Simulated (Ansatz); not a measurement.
System: Ge2Sb2TeSe4 (model structure, P-3m1, No. 164, 9 atoms in the cell). Method: PBEsol in Ansatz (PAW).

Input file:

Ansatz 0.2 input:
```yaml
crystal:
  lattice:
    - [4.0094934851, 0.0, 0.0]
    - [-2.0047467425, 3.4723232144, 0.0]
    - [0.0, 0.0, 16.87256956]
  atoms:
    - { symbol: Ge, position: [0.0, 0.0, 0.3477973334] }
    - { symbol: Ge, position: [0.0, 0.0, 0.6522026666] }
    - { symbol: Sb, position: [0.3333333333, 0.6666666667, 0.1241366156] }
    - { symbol: Sb, position: [0.6666666667, 0.3333333333, 0.8758633844] }
    - { symbol: Te, position: [0.0, 0.0, 0.0] }
    - { symbol: Se, position: [0.3333333333, 0.6666666667, 0.7826312979] }
    - { symbol: Se, position: [0.6666666667, 0.3333333333, 0.2173687021] }
    - { symbol: Se, position: [0.3333333333, 0.6666666667, 0.4237037691] }
    - { symbol: Se, position: [0.6666666667, 0.3333333333, 0.5762962309] }
basis:
  ecutwfc: 520
  ecutrho_ratio: 4
  xc_grid: 2
kpoints:
  mp_grid: { grid: [18, 18, 4] }
hamiltonian:
  xc: pbesol
  dispersion: none
  pseudopotentials: { kind: paw }
scf:
  occupations: { method: fermi_dirac, width: 0.05 }
  convergence: { dr2_threshold: 0.0000000009 }
output:
  forces: true
  stress: true
  eigenvalues: true
```

How many irreducible k-points, plane waves at Γ does the program set up, and what pressure does the run end with?

138 irreducible k-points, 6333 plane waves at Γ; P = -1.20 GPa, so the cell is stretched on average and its volume would shrink at this level.

The run printed, among other lines:

```
Crystal: 9 atoms, lattice volume = 234.904 Å³
Basis set: ecut = 520 eV, 6333 PW (Γ), exchange–correlation on 60×60×256 points (8 copies of the dense FFT grid, shifted against one another)
Bands: 83, of which v1, the nominal top of the filled ones, is band 69 counted from 1 (68 counted from 0)
Symmetry: 12 space group operations
Space group: P-3m1 (ITA 164), of the structure as read, at distance tolerance 6.2e-5 Å
k-points: 138 of 1296
Functional: x = pbesol(κ = 0.804, μ = 0.12345679012345678), c = pbesol(β = 0.046)
SCF iter   1: F=—  HF=-49923.042559 eV  |F-HF|=—  |Δ(HF+E_count)|=         —  Δρ=3.71e-3  dr2=8.23e-2
SCF iter   2: F=—  HF=-49923.037777 eV  |F-HF|=—  |Δ(HF+E_count)|=   4.78e-3  Δρ=3.21e-3  dr2=6.63e-2
  ...
SCF iter   9: F=—  HF=-49923.018355 eV  |F-HF|=—  |Δ(HF+E_count)|=   2.76e-9  Δρ=8.21e-7  dr2=1.05e-9
SCF iter  10: F=-49923.018355 eV  HF=-49923.018355 eV  |F-HF|=1.75e-10  |Δ(HF+E_count)|=   1.00e-9  Δρ=2.00e-7  dr2=1.61e-10
SCF 1 converged in 10 iterations: F = -49923.018355 eV  dr2 = 1.61e-10
SCF converged after 10 iterations
Free energy (F): -49923.018355 eV
Internal energy: -49923.008681 eV  (E = F + TS)
E sigma→0 (E₀):  -49923.013518 eV
Fermi energy:    9.230027 eV
--- Forces (eV/Å), atoms counted from 1 ---
  atom   1  Ge    -0.00000000     0.00000000     0.01425231
  atom   2  Ge    -0.00000000    -0.00000000    -0.01425231
  atom   3  Sb     0.00000000     0.00000000     0.04566442
  atom   4  Sb    -0.00000000    -0.00000000    -0.04566442
  atom   5  Te    -0.00000000    -0.00000000     0.00000000
  atom   6  Se     0.00000000     0.00000000    -0.12614585
  atom   7  Se    -0.00000000    -0.00000000     0.12614585
  atom   8  Se    -0.00000000    -0.00000000    -0.19990096
  atom   9  Se     0.00000000     0.00000000     0.19990096
--- Stress (GPa, compression-positive) ---
       -1.188760      -0.000000      -0.000000
       -0.000000      -1.188760      -0.000000
       -0.000000      -0.000000      -1.227149
  P = ⅓ Tr σ = -1.2016 GPa (-12.016 kbar)
```

The PAW data were made under PBE.

Note: the relaxation could raise the start's symmetry but not lower it, so the cell can be a saddle point. Note: cell and atoms aren't relaxed at this level (largest force component 0.20 eV/Å, pressure -1.2 GPa).

A model structure was made by putting elements into a prototype or built by hand; it is no filed structure, need not be a known phase, and can be a saddle point held by its symmetry.

Ansatz is a first-principles code.
